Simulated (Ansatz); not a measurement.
System: PtGa (P2₁3, No. 198, 8 atoms in the cell; start mp-1025551). Method: LDA (plane waves, PAW; Ansatz, a program for electronic structure).

Run with plane-wave cutoff 520 eV, 12×12×12 k mesh, Fermi–Dirac smearing 0.05 eV, scalar-relativistic PAW data made under PBE.

Cell (relaxed at this level):

GaPt is taken in the cubic space group P2₁3 (No. 198), Pearson symbol cP8. Lattice parameters: a = b = c = 4.864 Å, α = β = γ = 90.00°. Ga on 4a sees 7 Pt at 2.572–2.648 Å and 6 Ga at 3.011 Å. Pt on 4a has 7 Ga at 2.572–2.648 Å and 6 Pt at 2.996 Å. (Neighbours: up to the widest gap in distance over summed covalent radii, below 1.35, at either atom.)

Predict the bulk modulus.


bulk modulus: 208 GPa

The run finds no gap.

Note: the bulk modulus is −V dP/dV from two relaxed cells at ±2 % in volume; the relaxation could not lower the start's symmetry, so the cell can be a saddle point above a distorted one.

Spin–orbit coupling is not included.

Computed values are for the static lattice.

It cost about 15 core-minutes (a rough figure) of CPU time.

A start named mp-… is a Materials Project structure, which need not be a measured phase.
